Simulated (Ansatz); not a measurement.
The starting structures come from a database of crystals and need not be the phases stable at ambient conditions.

Inside the gap of an insulator the Bloch states are evanescent, with a wavenumber k + iκ along the transport direction.

Here is the system:

```
CELL_PARAMETERS angstrom
      5.12070     0.00000     0.00000
      2.41463     4.51565     0.00000
      1.15980     0.69502     5.76531
ATOMIC_POSITIONS crystal
  Na 0.33093 0.33093 0.74079
  Na 0.66907 0.66907 0.25921
  Na 0.00000 0.00000 0.00000
  Na 0.00000 0.00000 0.50000
  C  0.66403 0.66403 0.75072
  C  0.33597 0.33597 0.24928
  O  0.78819 0.78819 0.83263
  O  0.21181 0.21181 0.16737
  O  0.61031 0.18661 0.29179
  O  0.38969 0.81339 0.70821
  O  0.81339 0.38969 0.70821
  O  0.18661 0.61031 0.29179
```

Space group of this cell: C2/m. The cell is taken as given.

Transport runs along the normal of the first two printed cell vectors.

The gap is the functional's own, uncorrected, and κ follows it; spin-orbit coupling is left out. Mid-gap values are interpolated between the computed energies.

Question: State the band gap and the smallest decay constant κ at mid-gap according to r2SCAN run with Ansatz (a first-principles code).

Answer: Gap 4.91 eV on a 8×8×6 mesh; κ = 0.546 1/Å, at the zone centre.
